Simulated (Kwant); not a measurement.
System: In0.53Ga0.47As/In0.52Al0.48As stack with 2 barriers. One parabolic valley. Leads of mass 0.041 mₑ with the band edge at 0; grid 0.1 nm; bias swept from 0.0208 to 0.43967 V, dropping linearly over the stack. Emitter Fermi level 0.1 eV, 4 K, equal in the collector.

| layer | thickness (nm) | band offset (eV) | mass (mₑ) |
|---|---|---|---|
| 1 | 1.9 | 0.52 | 0.075 |
| 2 | 2.9 | 0 | 0.041 |
| 3 | 1.9 | 0.52 | 0.075 |

Constants are typed, rounded textbook-type inputs, not results; the design itself was drawn at random and stands for no fabricated device.

Computed with Kwant: one-band effective-mass tight-binding model in one dimension, coherent, no space charge, current by the Tsu-Esaki formula.

Sweep values stay those of the base run.

Base results: J (A/cm²) at bias = 0.2302 V 113000; J (A/cm²) at bias = 0.1255 V 13500; J (A/cm²) at bias = 0.3350 V 744000.

Question: What follows from this one change: Fermi level in the emitter 0.1 → 0.075 eV?

Answer: J at bias = 0.2302 V 113000 → 25700 A/cm²; J at bias = 0.1255 V 13500 → 4540 A/cm²; J at bias = 0.3350 V 744000 → 340000 A/cm².

Question: What follows from this one change: thickness of the first barrier 1.9 → 1.5 nm?

Answer: J at bias = 0.2302 V 113000 → 168000 A/cm²; J at bias = 0.1255 V 13500 → 26900 A/cm²; J at bias = 0.3350 V 744000 → 1050000 A/cm².

Question: What follows from this one change: width of the first well 2.9 → 1.7 nm?

Answer: J at bias = 0.2302 V 113000 → 19500 A/cm²; J at bias = 0.1255 V 13500 → 7870 A/cm²; J at bias = 0.3350 V 744000 → 54800 A/cm².

Question: What follows from this one change: temperature 4 → 150 K?

Answer: J at bias = 0.2302 V 113000 → 207000 A/cm²; J at bias = 0.1255 V 13500 → 24500 A/cm²; J at bias = 0.3350 V 744000 → 773000 A/cm².
